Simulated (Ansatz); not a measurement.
# Bi2Se3: carrier doping

Start from Bi2Se3 (space group R-3m, No. 166; a = 4.1446 Å, c = 29.2658 Å (hexagonal axes)).

Carriers are added at fixed cell with a uniform background; the Fermi–Dirac width is that of 300 K.

The values are results of r2SCAN+rVV10 (Ansatz, a quantum-chemistry and plane-wave program; PAW; 500 eV plane waves; no SOC), not measurements.

Before the change:

The gap between the host's bands is 0.60 eV.

The aim is a gap between the host's bands between 0.36 eV and 0.43 eV. Which of these changes reaches it?
A. electrons 1.0×10^22 cm⁻³
B. electrons 5.0×10^21 cm⁻³
C. holes 1.0×10^22 cm⁻³

A, electrons 1.0×10^22 cm⁻³. It gives 0.39 eV; electrons 5.0×10^21 cm⁻³ gives 0.58 eV; holes 1.0×10^22 cm⁻³ gives 0.83 eV. Changes not listed may reach it too

Charged cell with a jellium background: band edges are those of the host's band count, energies are not comparable with the neutral cell, and many-body gap narrowing is missing. With Bi present, leaving out spin-orbit coupling can change the band edges. Stability against distortions was not tested.
